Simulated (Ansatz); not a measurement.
An Ansatz (a quantum-chemistry and plane-wave program) input (Kohn–Sham DFT with the LDA functional, run in Ansatz with PAW and 420 eV plane waves, no spin-orbit coupling):

Ansatz 0.2 input:
```yaml
crystal:
  lattice:
    - [0.0268097506, 3.1174128643, 3.1174128643]
    - [3.1174128643, 0.0268097506, 3.1174128643]
    - [3.1442226149, 3.1442226149, 0]
  atoms:
    - { symbol: Sn, position: [0, 0, 0] }
    - { symbol: Te, position: [0.5, 0.5, 0.5] }
basis: { ecutwfc: 420, ecutrho_ratio: 4, xc_grid: 2, fft_grid_basis: typed }
kpoints: { mp_grid: { grid: [9, 9, 9] } }
hamiltonian:
  xc: lda
  dispersion: none
  pseudopotentials: { kind: paw }
scf: { occupations: { method: fermi_dirac, width: 0.05 }, convergence: { dr2_threshold: 0.0000000002 } }
relax: { f_tol: 0.005, max_steps: 50 }
output: { forces: true, stress: true }
checkpoint: { write: state.ck, write_every: 1000 }
```

Problem. Which symmetry and how many k-points will the program report, and about how many plane waves at Γ?

Solution. Space group Immm (ITA 71) with 8 operations, k-points 125 of 729, and 1219 plane waves at Γ.

The cells carry an imposed strain or load. Whether these cells are dynamically stable was not tested. The cell was made from SnTe in the rock salt structure (space group Fm-3m, No. 225) by this change: tensor shear ε_xy = +0.86 %.
